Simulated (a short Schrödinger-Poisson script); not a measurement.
Stack: MOS inversion layer, Si3N4 on p-type Si(100), at 300 K.

From the gate side: 4 nm Si3N4; 1000 nm Si, acceptors 1.7e17 cm⁻³.

Constants are typed, rounded textbook-type inputs, not results; the design itself was drawn at random and stands for no fabricated device. Si3N4: permittivity 7.5, conduction-band edge (eV) 1.95, gap (eV) 5.1, electron mass (mₑ) 0.5. Si: permittivity 11.7, conduction-band edge (eV) 0, gap (eV) 1.124, Nv at 300 K (cm⁻³) 3.1e19.

Channel valleys (confinement mass, in-plane density-of-states mass, number): Δ2 0.916, 0.19, 2; Δ4 0.19, 0.417, 4. At the gate the conduction-band edge of layer 1 lies 1.96 eV − eVg above the Fermi level of the channel; the field vanishes at the back. Gaps are held at their typed values at every temperature. Mesh 0.03 nm at interfaces.

From a short Schrödinger-Poisson script (our own, NumPy): 1D Poisson equation in equilibrium, electrons quantum, Hartree (BenDaniel-Duke, 12 states a valley, the channel's in-plane mass for all, wave functions free to enter the dielectric), parabolic valleys, classical holes, full ionisation, no traps, pinning or gate leakage.

```csv
Vg (V),electrons (cm⁻²),C (μF/cm²),Δ2 E0 (meV from the Fermi level),Δ4 E0 (meV from the Fermi level)
0,4.75e9,0.145,198.8,232.0
0.1,1.02e11,0.477,118.5,153.1
0.2,5.36e11,0.954,73.4,110.7
0.3,1.19e12,1.14,50.4,90.8
0.4,1.92e12,1.23,35.4,78.9
0.5,2.71e12,1.28,24.2,70.5
0.6,3.52e12,1.32,15.1,64.1
0.7,4.34e12,1.34,7.3,58.8
0.8,5.19e12,1.36,0.5,54.4
0.9,6.04e12,1.38,-5.6,50.5
1,6.91e12,1.39,-11.3,47.0
1.1,7.78e12,1.40,-16.5,43.8
1.2,8.66e12,1.41,-21.4,40.9
1.3,9.54e12,1.42,-26.1,38.1
1.4,1.04e13,1.43,-30.5,35.6
1.5,1.13e13,1.44,-34.7,33.1
1.6,1.22e13,1.44,-38.8,30.8
```

Gate voltages with under 1e9 electrons/cm² are left out.

At Vg = 1.6 V the lowest Δ2 subband lies at -38.8 meV from the Fermi level. How many electrons does it hold, and what share of all?

The two-dimensional density of states is g m/(πħ²) = 1.59e11 cm⁻² meV⁻¹ (both spins), kT = 25.9 meV, so n = D kT ln(1 + exp(−E/kT)) = 6.98e12 cm⁻², 0.57 of the 1.22e13 cm⁻² in all.

Compare the slope of the sheet density between 1.4 and 1.6 V with the geometric capacitance of the layers between gate and channel.

q Δn/ΔV = 1.44 μF/cm²; ε0/Σ(t/ε) = 1.66 μF/cm². The ratio is 0.87: the channel acts as a further capacitance in series.
